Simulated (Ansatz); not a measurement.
An Ansatz (a quantum-chemistry and plane-wave program) input (Kohn–Sham DFT with the r2SCAN+rVV10 functional, run in Ansatz with PAW and 500 eV plane waves, scalar-relativistic without spin-orbit coupling):

Ansatz 0.2 input:
```yaml
crystal:
  lattice:
    - [1.4824197696, 0.855875453, 6.9512899957]
    - [-1.4824197696, 0.855875453, 6.9512899957]
    - [0, -1.711750906, 6.9512899957]
  atoms:
    - { symbol: Rh, position: [0.3997584976, 0.3997584976, 0.3997584976] }
    - { symbol: Rh, position: [0.6002415024, 0.6002415024, 0.6002415024] }
    - { symbol: O, position: [0, 0, 0] }
    - { symbol: O, position: [0.2202061352, 0.2202061352, 0.2202061352] }
    - { symbol: O, position: [0.7797938648, 0.7797938648, 0.7797938648] }
basis: { ecutwfc: 500, ecutrho_ratio: 4, xc_grid: 4, fft_grid_basis: typed }
kpoints: { mp_grid: { grid: [13, 13, 13] } }
hamiltonian:
  xc: r2scan
  dispersion: rvv10
  pseudopotentials: { kind: paw }
scf: { occupations: { method: fermi_dirac, width: 0.05 }, convergence: { dr2_threshold: 0.0000000005 } }
relax: { f_tol: 0.005, max_steps: 50 }
output: { forces: true, stress: true }
checkpoint: { write: state.ck, write_every: 1000 }
```

**Question.** Which symmetry and how many k-points will the program report, and about how many plane waves at Γ?

**Answer.** Space group R-3m (ITA 166) with 12 operations, k-points 231 of 2197, and 1357 plane waves at Γ.

**Question.** And the final pressure?

**Answer.** 1.21 GPa (compression positive).

The cells carry an imposed strain or load. Stability against distortions was not tested. The cell was made from Rh₂O₃ in the Bi2Te3 type structure (space group R-3m, No. 166; a hypothetical phase, not in the database extracts checked; layered, stacked along the Cartesian z axis) by this change: isotropic strain −0.32 %.
